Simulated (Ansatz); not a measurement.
Structures of equal composition on the (111)B surface of 3C silicon carbide (C plane on top): (√3x√3)R30° Sb adatom at H3; (√3x√3)R30° Sb adatom at T4. The slabs share one bottom face, and each structure is named by its start. These are constructed structures in small cells; real faces may alloy, dewet or reconstruct in larger ones, and not all known structures of the face are among them. Slabs of about 11 Å with all that they carry, Fermi-Dirac smearing of 0.025 eV. Bottom of the slabs: H caps. Relaxed from the named starts with such symmetry as they have, on meshes of like density; energies extrapolated to zero smearing; no spin-orbit coupling, no U. Spin-polarised runs, if any, are marked in brackets, and their order is one that fits the cell; the others ran without spin. Where a second, spin-polarised start was run, the lower counts.

Host crystal: 3C silicon carbide, with a band gap (PBE, scalar-relativistic without spin-orbit coupling).

Method: r2SCAN, at the PBE geometry (plane waves to 500 eV, PAW; Ansatz, a program for electronic structure).

Q: Order them by energy per 1x1 cell (lowest first) at the level r2SCAN, at the PBE geometry.

A: (√3x√3)R30° Sb adatom at T4 (0.000 eV, gap 2.24 eV on the mesh), (√3x√3)R30° Sb adatom at H3 (0.080 eV, gap 1.93 eV on the mesh)
